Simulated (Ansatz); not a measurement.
**What tensor shear ε_xz = −0.87 % does to HfN**

Start from HfN in the rock salt structure (space group Fm-3m, No. 225; a = 4.5255 Å). Axes: x, y, z lie along the cube axes.

Now apply this change: a pure shear with ε_xz = ε_zx = -0.0087; the atoms relax in the strained cell.

Method: r2SCAN in Ansatz (plane waves to 500 eV, PAW, scalar-relativistic without spin-orbit coupling). k-mesh 18×18×18 (Γ-centred); smearing 0.05 eV (Fermi–Dirac).

| quantity | base | changed | shift |
|---|---|---|---|
| volume per atom | 11.59 Å³ | 11.58 Å³ | -0.001 Å³ |
| space group | Fm-3m (No. 225) | Immm (No. 71) | – |
| shortest interatomic distance | 4.276 bohr | 4.276 bohr | 0.000 bohr |
| energy relative to the base (free energy F) | 0 meV/atom | +1.4 meV/atom | +1.4 meV/atom |
| pressure (mean of the normal stresses, compression positive) | 0.0 GPa | 0.0 GPa | 0.0 GPa |
| band gap | zero | zero | – |
| stress (xx, yy, zz, yz, xz, xy; compression positive) (rough) | – | (0.0, 0.0, 0.0, 0.0, 2.2, 0.0) GPa | – |

Cost of the whole job for the changed cell (relaxation, final SCF and bands): around 110 core-seconds (rough).

Without a gap, meshes like the base's 18×18×18 leave anisotropic stresses uncertain by several tenths of a GPa, and small strain energies with them. Stability against distortions was not tested. All final runs are without spin polarisation. An odd electron count without spin: HfN.

Ansatz is a quantum-chemistry and plane-wave program.
